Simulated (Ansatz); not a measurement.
**Al2Cu under a change: strain tensor (xx, yy, zz, yz, xz, xy) = (+1.19, +1.96, +1.00, +1.60, +1.72, +0.99) %**

Take Al2Cu (space group I4/mcm, No. 140; a = 6.0058 Å, c = 4.7897 Å) as the base. Axes: x, y, z lie along a, b, c of the conventional cell.

The change: the symmetric strain tensor [0.0119 0.0099 0.0172; 0.0099 0.0196 0.0159; 0.0172 0.0159 0.0100], atoms relaxed at fixed cell.

Calculations: r2SCAN (Ansatz, a quantum-chemistry and plane-wave program; PAW; 500 eV plane waves; no spin-orbit coupling). Γ-centred 12×12×12 mesh, Fermi–Dirac width 0.05 eV.

The volume per atom grows by 0.596 Å³ (14.40 Å³ → 14.99 Å³) and the space group changes from I4/mcm (No. 140) to P-1 (No. 2). The shortest interatomic distance increases by 0.0468 bohr to 4.572 bohr and the energy goes up by 12 meV/atom. The band gap stays zero and the largest internal atomic displacement is 0.040 Å. The stress (xx, yy, zz, yz, xz, xy; compression positive) comes out as (-4.0, -4.7, -3.7, -0.8, -0.9, -0.8) GPa (rough).

Final structure:

```
Al2Cu
1.0
   -2.96773     3.07024     2.41505
    3.05011    -2.99384     2.42255
    3.02719     3.05330    -2.31925
Al Cu
4 2
Direct
  0.66633   0.16542   0.81565
  0.83918   0.66035   0.49915
  0.16082   0.33965   0.50085
  0.33367   0.83458   0.18435
  0.25169   0.24838   0.00006
  0.74831   0.75162   0.99994
```

Without a gap, meshes like the base's 12×12×12 leave anisotropic stresses uncertain by several tenths of a GPa, and small strain energies with them. Whether these cells are dynamically stable was not tested. The final runs are not spin-polarised.
